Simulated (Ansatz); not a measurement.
Input:

End structure of the (10-12) surface of hcp Cd in its 1x1 cell, outermost plane spacing 1.29 Å in the ideal cut:

```
CELL_PARAMETERS angstrom
      3.03503     0.00000     0.00000
      0.00000     7.76325     0.00000
      0.00000     0.00000    27.00000
ATOMIC_POSITIONS crystal
  Cd 0.00000 0.81240 0.29513
  Cd 0.50000 0.09165 0.35364
  Cd 0.50000 0.53240 0.35331
  Cd 0.00000 0.81026 0.42329
  Cd 0.00000 0.31359 0.43215
  Cd 0.50000 0.57661 0.50050
  Cd 0.50000 0.04782 0.49950
  Cd 0.00000 0.31084 0.56785
  Cd 0.00000 0.81418 0.57671
  Cd 0.50000 0.09203 0.64669
  Cd 0.50000 0.53279 0.64636
  Cd 0.00000 0.81203 0.70487
```

Set-up: 12 atoms, 11.0 Å thick at the start; mesh 12x5x1; 0.1 eV smearing; dipole correction on; all atoms relaxed; start symmetry kept, larger cells not searched; no spin, no spin-orbit, no U.

Give the surface energy (mean of both faces) at the level PBE run with Ansatz (a first-principles code).

0.41 J/m^2

Predict the work function of the top face from PBE.

3.92 eV
